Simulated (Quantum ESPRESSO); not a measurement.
# Quick settings and what they miss: SrCuSi (P-6m2, 3 atoms in the cell)

Self-consistent single point.

```yaml
crystal:
  lattice:
    - [4.02990, 0.00000, 0.00000]
    - [-2.01495, 3.49000, 0.00000]
    - [0.00000, 0.00000, 4.59971]
  atoms:
    - { symbol: Sr, position: [0.00000, 0.00000, 0.00000] }
    - { symbol: Si, position: [0.66667, 0.33333, 0.50000] }
    - { symbol: Cu, position: [0.33333, 0.66667, 0.50000] }
```

Method of the run: LDA (PZ), GBRV 1.5 ultrasoft (LDA) pseudopotentials (plane waves; Quantum ESPRESSO).

Base settings: ecutwfc = 50 Ry; ecutrho = 400 Ry; occupations = smearing; smearing = marzari-vanderbilt; degauss = 0.0036749 Ry; potentials = {Sr: sr_lda_v1.uspp.F.UPF, Si: si_lda_v1.uspp.F.UPF, Cu: cu_lda_v1.2.uspp.F.UPF}; K_POINTS = automatic 8 8 6 0 0 0; conv_thr = 1e-10 Ry; mixing_beta = 0.5.

Tight run (finer mesh or higher cutoff; not a proven limit): ecutwfc: 50 Ry → 70 Ry; ecutrho: 400 Ry → 560 Ry; conv_thr: 1e-10 Ry → 7.3e-11 Ry; K_POINTS: automatic 8 8 6 0 0 0 → automatic 11 11 9 0 0 0. It gave Fermi level (on the code's own zero) 8.85 eV; pressure -1.27 GPa.

Quick runs, as changes from the base:
- A: the base itself
- B: ecutwfc: 50 Ry → 25 Ry; ecutrho: 400 Ry → 200 Ry; K_POINTS: automatic 8 8 6 0 0 0 → automatic 4 4 4 0 0 0
- C: ecutwfc: 50 Ry → 35 Ry; ecutrho: 400 Ry → 280 Ry; conv_thr: 1e-10 Ry → 7.3e-06 Ry; pseudopotentials: {Sr: sr_lda_v1.uspp.F.UPF, Si: si_lda_v1.uspp.F.UPF, Cu: cu_lda_v1.2.uspp.F.UPF} → {Sr: sr_pbesol_v1.uspp.F.UPF, Si: si_pbesol_v1.uspp.F.UPF, Cu: cu_pbesol_v1.2.uspp.F.UPF}; K_POINTS: automatic 8 8 6 0 0 0 → automatic 8 8 8 0 0 0 [PBEsol]
- D: ecutwfc: 50 Ry → 25 Ry; ecutrho: 400 Ry → 200 Ry; smearing: marzari-vanderbilt → methfessel-paxton; degauss: 0.0036749 Ry → 0.0147 Ry; conv_thr: 1e-10 Ry → 7.3e-06 Ry; K_POINTS: automatic 8 8 6 0 0 0 → automatic 8 8 8 0 0 0
- E: ecutwfc: 50 Ry → 40 Ry; ecutrho: 400 Ry → 320 Ry; smearing: marzari-vanderbilt → fermi-dirac; degauss: 0.0036749 Ry → 0.0099958 Ry; K_POINTS: automatic 8 8 6 0 0 0 → automatic 6 6 6 0 0 0
- F: ecutwfc: 50 Ry → 25 Ry; ecutrho: 400 Ry → 200 Ry; degauss: 0.0036749 Ry → 0.036749 Ry; pseudopotentials: {Sr: sr_lda_v1.uspp.F.UPF, Si: si_lda_v1.uspp.F.UPF, Cu: cu_lda_v1.2.uspp.F.UPF} → {Sr: sr_pbesol_v1.uspp.F.UPF, Si: si_pbesol_v1.uspp.F.UPF, Cu: cu_pbesol_v1.2.uspp.F.UPF}; K_POINTS: automatic 8 8 6 0 0 0 → automatic 2 2 2 1 1 1 [PBEsol]

Energies are extrapolated to zero smearing width, which holds to low order in the width alone (under cold and Methfessel-Paxton smearing the free energy itself is taken).

Dashes: energy of C, F, another energy zero; pressure of C, D, not trusted under this conv_thr with d or f elements; time of F, under 30 s.

† marks runs with another functional, U, potentials or spin treatment: their distance from the tight run is not a convergence error alone.

The count of work is k-points × plane waves × bands × iterations; it is no time. Core times come from one kind of shared machine and are given to one figure; runs under 30 s give none.

The starting cell comes from a database of computed structures (which also holds hypothetical and non-ambient phases and stackings), without a prior relaxation at this level. Its lattice was rescaled by a random factor within 2.5 % of one. Spin polarisation is off.

| run | energy less tight (meV/atom) | pressure less tight (GPa) | count of work / tight | core time / tight (rough) |
|---|---|---|---|---|
| A | -0.2 | -0.26 | 0.25 | 0.3 |
| B | 2488.5 | -115.07 | 0.034 | 0.08 |
| C† | – | – | 0.13 | 0.2 |
| D | 2495.7 | – | 0.087 | 0.09 |
| E | 25.3 | 0.16 | 0.13 | 0.2 |
| F† | – | -109.52 | 0.0047 | – |

Among the runs at the tight run's level, the energy misses run from 0.2 to 2495.7 meV/atom.
